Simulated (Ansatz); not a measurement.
1T (CdI2-type) TiI2, treated with PBEsol+SOC (plane waves, PAW; Ansatz, an electronic-structure program).

Settings: plane-wave cutoff 520 eV, 18×18×8 k mesh (along the axes of the cell as run), Fermi–Dirac smearing 0.05 eV, PAW data made under PBE.

Energies at three volumes about the minimum:

```json
[
 {"V (Å³/atom)": "28.493", "E − E_lowest (meV/atom)": "0.56"},
 {"V (Å³/atom)": "29.075", "E − E_lowest (meV/atom)": "0.00"},
 {"V (Å³/atom)": "29.656", "E − E_lowest (meV/atom)": "0.41"}
]
```

Fit a parabola by hand: where is the minimum, and what is the bulk modulus?

Slopes: (0.00 − 0.56)/(29.075 − 28.493) = -0.962 and (0.41 − 0.00)/(29.656 − 29.075) = 0.706 meV/Å³. Curvature E″ = 2 × (0.706 − (-0.962))/(29.656 − 28.493) = 2.868 meV/Å⁶. From the middle of the first interval, the slope vanishes at V0 = 28.7840 − (-0.962)/2.868 = 29.119 Å³/atom. B = V0 E″ = 29.119 × 2.868 meV/Å³ × 0.1602 GPa per meV/Å³ = 13.4 GPa. The full Birch–Murnaghan fit to all volumes gives V0 = 29.083 Å³/atom and B0 = 13.1 GPa.

Shape and atoms are relaxed at each volume.

Note: the run has no spin polarisation, so it can have missed a magnetic state; the cell comes from a level without a dispersion term, which matters for the spacing of layers, chains or molecules; the volume lies 13 % below that of the published cell; the bulk modulus comes from volumes at which shape and atoms were relaxed; the cell has widely spaced layers and the level no dispersion term, so their spacing and the moduli can rest on weak binding; functionals without U or exact exchange can leave correlated insulators metallic, so the missing gap need not be real.
